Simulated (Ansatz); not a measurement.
# PBE against PBEsol: hypothetical P6_422 BeS, electrons 2.0×10^22 cm⁻³

The reference is BeS (space group P6_422, No. 181; a = 3.452 Å, c = 7.812 Å; a hypothetical phase, not in the database extracts checked).

(Cell as relaxed with PBE.)

Levels (all Ansatz, a first-principles code, PAW): PBE (420 eV, no spin-orbit coupling); PBEsol (420 eV, spin-orbit coupling left out).

Each level relaxes its own structure.

```
base                        PBE      PBEsol
-------------------  ----------  ----------
volume per atom        13.44 Å³    13.10 Å³
lattice parameter a  6.523 bohr  6.470 bohr
band gap                2.67 eV     2.48 eV
```

The change: electrons 2.0×10^22 cm⁻³, on a uniform background at fixed cell.

```csv
quantity,PBE,PBEsol
shift of the gap caused by the change,-0.17 eV,-0.12 eV
gap character,"indirect, Γ → M","indirect, Γ → M"
Fermi level relative to the doped band's edge (positive inside the band; to 0.05 eV),+1.30 eV,+1.30 eV
gap between the host's bands,2.50 eV,2.36 eV
```

PBE's shift of the gap caused by the change lies 0.05 eV below PBEsol's; PBE's gap between the host's bands lies 0.14 eV above PBEsol's; the two agree on the gap character and Fermi level from band edge. Neither level is exact; PBEsol is the comparison here, not a measurement.

Charged cell with a jellium background: band edges are those of the host's band count, energies are not comparable with the neutral cell, and many-body gap narrowing is missing. Stability against distortions was not tested. The base started in P3_121 and relaxed to P6_422 at this level.
